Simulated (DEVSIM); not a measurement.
Device: Si p+/n-/n+ power diode, at 350 K.

Layer 1 from the left is Si, thickness (μm) 1.10, Na (cm⁻³) 3.9e18, τn (s) 1.8e-6, τp (s) 1.8e-6. Layer 2 from the left is Si, thickness (μm) 16.0, Nd (cm⁻³) 2.4e15, τn (s) 1.8e-6, τp (s) 1.8e-6. Layer 3 from the left is Si, thickness (μm) 1.40, Nd (cm⁻³) 1.9e18, τn (s) 1.8e-6, τp (s) 1.8e-6.

Left contact: ohmic. Right contact: ohmic. Voltage is applied to the left contact. Recombination: SRH at mid-gap, radiative, Auger. Mobility is μmin + (μ − μmin)/(1 + (N/Nref)^α).

The device is made up for the run: typed textbook-type constants, with dimensions and the other settings drawn at random. Values at 300 K; Nc and Nv go as T^1.5, mobilities as T to minus their exponent, the gap by Varshni's rule with the affinity fixed.

Si: gap (eV) 1.124, affinity (eV) 4.05, permittivity 11.7, Nc (cm⁻³) 2.86e19, Nv (cm⁻³) 3.1e19, μn (cm²/Vs) 1417, μp (cm²/Vs) 470, μn,min 52, μp,min 45, Nref,n 9.7e16, Nref,p 2.2e17, αn 0.68, αp 0.72, T exponent of μn 2.3, T exponent of μp 2.2, B (cm³/s) 4.7e-15, Cn (cm⁶/s) 2.8e-31, Cp (cm⁶/s) 9.9e-32, Varshni α (eV/K) 0.000473, Varshni β (K) 636.

DEVSIM, 1D drift-diffusion, Boltzmann statistics, complete ionisation; no tunnelling, impact ionisation, image-force lowering or self-heating.

### Question
What does the simulation give for the dark forward voltage at 100 A/cm², the dark forward voltage at 1 A/cm², the potential step across the device at zero bias?

### Answer
dark forward voltage at 100 A/cm² 0.791 V; dark forward voltage at 1 A/cm² 0.614 V; potential step across the device at zero bias 0.952 V.
